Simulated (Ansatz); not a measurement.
# HgSe: response to strain

Consider HgSe in the zinc blende structure (space group F-43m, No. 216; a = 6.133 Å). Axes: x, y, z lie along the cube axes.

Strains are applied to the cell and any free atomic positions relax; under biaxial strain the out-of-plane vector relaxes too; under stress the whole cell relaxes.

Method: PBEsol/PAW in Ansatz (an electronic-structure program), no SOC.

Notes on the quantities. pressure: mean of the normal stresses, compression positive; energy relative to the base: free energy F.

| variant | volume per atom | pressure | energy relative to the base |
|---|---|---|---|
| base | 28.84 Å³ | 0.0 GPa | 0 meV/atom |
| biaxial strain −4.62 %, plane normal [001], relaxed out of plane | 28.01 Å³ | 1.3 GPa | +16 meV/atom |
| biaxial strain +2.04 %, plane normal [001], relaxed out of plane | 29.08 Å³ | -0.5 GPa | +2.7 meV/atom |
| biaxial strain +2.82 %, plane normal [001], relaxed out of plane | 29.15 Å³ | -0.7 GPa | +5.1 meV/atom |
| uniaxial strain ε_yy = −2.74 % | 28.05 Å³ | 1.5 GPa | +4.2 meV/atom |
| uniaxial strain ε_yy = −0.27 % | 28.76 Å³ | 0.1 GPa | 0.0 meV/atom |
| uniaxial strain ε_zz = +1.38 % | 29.24 Å³ | -0.7 GPa | +1.1 meV/atom |
| tensor shear ε_xz = −0.65 % | 28.84 Å³ | 0.0 GPa | +0.3 meV/atom |
| tensor shear ε_xz = −3.65 % | 28.80 Å³ | -0.1 GPa | +11 meV/atom |
| uniaxial stress, 0.5 GPa tension along z | 28.92 Å³ | – | +1.0 meV/atom |

A case with no gap was solved on a k-mesh chosen for an insulator, which is coarse for it. Beyond what the load breaks, stability against distortions was not tested. The final runs are not spin-polarised.
